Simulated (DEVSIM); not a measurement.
System: Au/SiON/p-GaAs capacitor, at 300 K.

```
layer (left to right)  material  thickness (nm)  Na (cm⁻³)
---------------------  --------  --------------  ---------
1                          SiON            13.0          -
2                          GaAs            2300     7.9e16
```

Metal gate on the left, work function 5.1 eV. Fixed charge at the semiconductor interface 0 cm⁻² (in units of +e); no interface traps.

Constants are typed, rounded textbook-type inputs, not results; the design itself was drawn at random and stands for no fabricated device. Values at 300 K.

```
parameter      SiON    GaAs
-------------  ----  ------
gap (eV)          7   1.424
affinity (eV)   1.4    4.07
permittivity    5.5    12.9
Nc (cm⁻³)         -  4.7e17
Nv (cm⁻³)         -    9e18
```

Simulated with DEVSIM: 1D Poisson equation in equilibrium, Boltzmann statistics, complete ionisation; no quantum confinement or tunnelling. Metal contacts follow the ideal Schottky-Mott rule: no Fermi-level pinning, no interface dipoles.

Base results: flat-band voltage (V) -0.27; minimum of the low-frequency capacitance (μF/cm²) 0.0686; capacitance of the dielectric stack (μF/cm²) 0.375.

Task: What follows from this one change: gate work function 5.1 → 5.4 eV?

Result: flat-band voltage -0.27 → 0.03 V; minimum of the low-frequency capacitance little changed (0.0674 μF/cm²); capacitance of the dielectric stack little changed (0.375 μF/cm²).

Task: What follows from this one change: SiON thickness 0.013 → 0.0072 μm?

Result: flat-band voltage little changed (-0.27 V); minimum of the low-frequency capacitance 0.0686 → 0.0757 μF/cm²; capacitance of the dielectric stack 0.375 → 0.676 μF/cm².

Task: What follows from this one change: fixed charge 0 → 1.38e+12 cm^-2?

Result: flat-band voltage -0.27 → -0.86 V; minimum of the low-frequency capacitance little changed (0.0679 μF/cm²); capacitance of the dielectric stack little changed (0.375 μF/cm²).

Task: What follows from this one change: substrate doping 7.9e+16 → 4e+15 cm^-3?

Result: flat-band voltage -0.27 → -0.19 V; minimum of the low-frequency capacitance 0.0686 → 0.0194 μF/cm²; capacitance of the dielectric stack little changed (0.375 μF/cm²).
